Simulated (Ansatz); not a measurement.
The starting structures come from a database of crystals and need not be the phases stable at ambient conditions.

 Where the default PAW files enter, the runs use the earlier of Ansatz's two default sets.

Inside the gap of an insulator the Bloch states are evanescent, with a wavenumber k + iκ along the transport direction.

```
CuCl
1.0
    3.76420     0.00000     0.00000
   -0.09338     5.35548     0.00000
    1.83541     2.67774     1.90530
Cu Cl
1 1
Direct
  0.97738   0.98869   0.00000
  0.48860   0.24430   0.00000
```

Space group of this cell: R3m. The cell is taken as given; by PBEsol its mean pressure is -2.1 GPa.

Transport runs along the normal of the first two printed cell vectors, the (110) plane of the conventional cell.

The gap is the functional's own, uncorrected, and κ follows it; spin-orbit coupling is left out. Mid-gap values are interpolated between the computed energies.

Task: Compute, with PBEsol (Ansatz, an electronic-structure program), the band gap and the smallest decay constant κ at mid-gap.

Result: Gap 0.47 eV on a 16×16×16 mesh; κ = 0.081 1/Å, at the zone centre.
